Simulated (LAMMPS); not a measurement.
An MD run on ZnS (zinc blende), 4096 atoms, at 100 K and 0 GPa, heated as the crystal.

All values are model results, not measurements: classical MD, pair style sw, file CdTeZnSeHgS0.sw; code LAMMPS.

| r (Å) | g(r), S-Zn |
|---|---|
| 2.220 | 0.000 |
| 2.260 | 0.425 |
| 2.300 | 9.75 |
| 2.340 | 29.7 |
| 2.380 | 15.8 |
| 2.420 | 1.70 |
| 2.460 | 0.037 |
| 2.500 | 0.001 |
| 2.540 | 0.000 |
| 2.580 | 0.000 |
| 2.620 | 0.000 |
| 2.660 | 0.000 |
| 2.700 | 0.000 |
| 2.740 | 0.000 |
| 2.780 | 0.000 |
| 2.820 | 0.000 |
| 2.860 | 0.000 |
| 2.900 | 0.000 |
| 2.940 | 0.000 |
| 2.980 | 0.000 |
| 3.020 | 0.000 |
| 3.060 | 0.000 |
| 3.100 | 0.000 |
| 3.140 | 0.000 |
| 3.180 | 0.000 |
| 3.220 | 0.000 |
| 3.260 | 0.000 |
| 3.300 | 0.000 |
| 3.340 | 0.000 |
| 3.380 | 0.000 |
| 3.420 | 0.000 |
| 3.460 | 0.000 |
| 3.500 | 0.000 |
| 3.540 | 0.000 |
| 3.580 | 0.000 |
| 3.620 | 0.000 |
| 3.660 | 0.000 |
| 3.700 | 0.000 |
| 3.740 | 0.000 |
| 3.780 | 0.000 |
| 3.820 | 0.000 |
| 3.860 | 0.000 |
| 3.900 | 0.000 |
| 3.940 | 0.000 |
| 3.980 | 0.000 |
| 4.020 | 0.000 |
| 4.060 | 0.000 |
| 4.100 | 0.000 |
| 4.140 | 0.000 |
| 4.180 | 0.000 |
| 4.220 | 0.001 |
| 4.260 | 0.013 |
| 4.300 | 0.129 |
| 4.340 | 0.695 |
| 4.380 | 2.62 |
| 4.420 | 6.39 |
| 4.460 | 10.6 |
| 4.500 | 11.7 |
| 4.540 | 8.69 |
| 4.580 | 4.38 |
| 4.620 | 1.44 |
| 4.660 | 0.324 |
| 4.700 | 0.049 |
| 4.740 | 0.005 |
| 4.780 | 0.000 |
| 4.820 | 0.000 |
| 4.860 | 0.000 |
| 4.900 | 0.000 |
| 4.940 | 0.000 |
| 4.980 | 0.000 |
| 5.020 | 0.000 |
| 5.060 | 0.000 |
| 5.100 | 0.000 |
| 5.140 | 0.000 |
| 5.180 | 0.000 |
| 5.220 | 0.000 |
| 5.260 | 0.000 |
| 5.300 | 0.000 |
| 5.340 | 0.000 |
| 5.380 | 0.000 |
| 5.420 | 0.000 |
| 5.460 | 0.000 |
| 5.500 | 0.000 |
| 5.540 | 0.000 |
| 5.580 | 0.000 |
| 5.620 | 0.000 |
| 5.660 | 0.001 |
| 5.700 | 0.020 |
| 5.740 | 0.186 |
| 5.780 | 0.918 |
| 5.820 | 2.93 |
| 5.860 | 5.71 |
| 5.900 | 7.14 |
| 5.940 | 5.82 |
| 5.980 | 3.12 |
| 6.020 | 1.10 |
| 6.060 | 0.241 |
| 6.100 | 0.034 |
| 6.140 | 0.003 |
| 6.180 | 0.000 |

Main features:
- state found: crystal; no diffusion seen in 30 ps
- first peak of g(r), S-Zn: 2.34 Å, height 29.7
- coordination number of S by Zn: 4.00 (counted to 3.18 Å)
- coordination number of Zn by S: 4.00 (counted to 3.18 Å)
